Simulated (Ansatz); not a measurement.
Start from SrTiO3 in the cubic perovskite structure (space group Pm-3m, No. 221; a = 3.891 Å).

Perturbation: a hydrostatic pressure of 15 GPa.

Levels (all Ansatz, a first-principles code, PAW): PBEsol (420 eV, no SOC); r2SCAN (500 eV, no spin-orbit coupling); HSE06 (420 eV, no spin-orbit coupling).

At the geometry relaxed with PBEsol, these levels gave the following band gaps, in shuffled order: (a) 2.44 eV, (b) 1.97 eV, (c) 3.53 eV.

**Question.** Match each gap to its level.

**Answer.** (a) r2SCAN; (b) PBEsol; (c) HSE06.

Single points use the geometry relaxed with PBEsol. The hybrid gap comes from the SCF mesh plus the semilocal run's edge points and a few special points and is an upper bound. Load acts through the strain it causes; cell and atoms are relaxed under it. Whether these cells are dynamically stable was not tested. Competing high-pressure phases were not computed. The final runs are not spin-polarised. Many cubic perovskites are stable only at high temperature; tilts and polar distortions were not tested.
